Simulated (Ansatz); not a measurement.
Base system: Al in the fcc (Cu type) structure (space group Fm-3m, No. 225; a = 3.984 Å; relaxed with 0.1 eV smearing). Axes: x, y, z lie along the cube axes.

All numbers come from DFT with LDA, PAW potentials and a 420 eV plane-wave cutoff in Ansatz (a first-principles code), spin-orbit coupling left out.

Before the change:

| Item | Value |
|---|---|
| Pressure | 0.0 GPa |

Modification: biaxial strain −2.50 %, plane normal [001], relaxed out of plane (Cartesian); in-plane vectors clamped, the third vector and the atoms free.

**Question.** Predict the new pressure, out-of-plane strain and energy relative to the base.

**Answer.** The pressure (mean of the normal stresses, compression positive) goes from zero to 2.3 GPa; the out-of-plane strain is +2.80 %; the energy increases by 7.6 meV/atom.

No phonon test of stability was made.
